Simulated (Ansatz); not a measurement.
The reference is BaTiO3 in the cubic perovskite structure (space group Pm-3m, No. 221; a = 3.970 Å). Axes: x, y, z lie along the cube axes.

Computed with Ansatz (a program for electronic structure) PBEsol, scalar-relativistic without spin-orbit coupling.

A first run, uniaxial strain ε_yy = +2.01 %, gives secant values C11 ≈ 290 GPa and C12 ≈ 100 GPa from its stress. A second run applies isotropic strain −1.78 %.

### Question
What does linear elasticity predict for the bulk modulus −ΔP/(ΔV/V₀) in the second run, and what does the run give?

### Answer
Linear elasticity: (C11 + 2 C12)/3 = 160 GPa. The run gives 210 GPa; any difference comes from nonlinear terms at these strains and numerical noise.

Whether these cells are dynamically stable was not tested. All final runs are without spin polarisation. Many cubic perovskites are stable only at high temperature; tilts and polar distortions were not tested. This is not the structure that BaTiO3 has at room temperature and ambient pressure.
